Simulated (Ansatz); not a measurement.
# WC under a change: biaxial strain −4.73 %, plane normal [001], relaxed out of plane

Start from WC (space group P-6m2, No. 187; a = 2.899 Å, c = 2.827 Å; relaxed with 0.1 eV smearing). Axes: x lies along a and z along c of the hexagonal cell.

Perturbation: compressive biaxial strain of 4.73 % in the plane normal to [001], as in epitaxy on a mismatched substrate; the out-of-plane cell vector and the atoms relax.

Method: PBEsol/PAW in Ansatz (a quantum-chemistry and plane-wave program), scalar-relativistic without spin-orbit coupling. Settings: 23×23×20 k-points, 0.1 eV Fermi–Dirac smearing.

| quantity | base | changed | shift |
|---|---|---|---|
| volume per atom | 10.29 Å³ | 9.53 Å³ | -0.76 Å³ |
| space group | P-6m2 (No. 187) | P-6m2 (No. 187) | – |
| shortest interatomic distance | 2.191 Å | 2.150 Å | -0.041 Å |
| pressure (mean of the normal stresses, compression positive) | 0.0 GPa | 34.8 GPa | +34.8 GPa |
| band gap | zero | zero | – |
| out-of-plane strain | – | +2.05 % | – |
| ratio −ε⊥/ε∥ | – | 0.43 | – |
| mean in-plane stress (compression positive) | – | +52.3 GPa | – |

Final structure (turned so that z lies along the plane normal):

```yaml
crystal:
  lattice:
    - [2.76198, 0.00000, 0.00000]
    - [1.38099, 2.39195, 0.00000]
    - [0.00000, 0.00000, 2.88488]
  atoms:
    - { symbol: W, position: [0.00000, 0.00000, 0.00000] }
    - { symbol: C, position: [0.66667, 0.66667, 0.50000] }
```

No phonon test of stability was made. All final runs are without spin polarisation.
